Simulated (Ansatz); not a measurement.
Harmonic thermodynamics of rock salt KBr

Per mole of formula units at the relaxed static volume; finite displacements on a 6×6×6 mesh, Ansatz (a quantum-chemistry and plane-wave program), PBE functional, plane-wave PAW, k mesh 6×6×6; sums on an interpolated 12×12×12 mesh.  Zero-point energy 2.96 kJ/mol.

```tsv
T (K)	F_vib (kJ/mol)	S (J/mol/K)	C_V (J/mol/K)
100	0.83	47.9	44.0
150	-2.06	66.4	47.1
200	-5.74	80.2	48.3
250	-10.03	91.0	48.8
300	-14.81	100.0	49.2
400	…	…	…
600	-50.53	134.3	49.7
800	-78.88	148.6	49.8
1000	-109.74	159.7	49.8
```

Q: Fill in the missing entries.

A: 
- 400, F_vib (kJ/mol): -25.55
- 400, S (J/mol/K): 114.2
- 400, C_V (J/mol/K): 49.5

No phase change or melting is allowed for: the numbers belong to this structure as given.
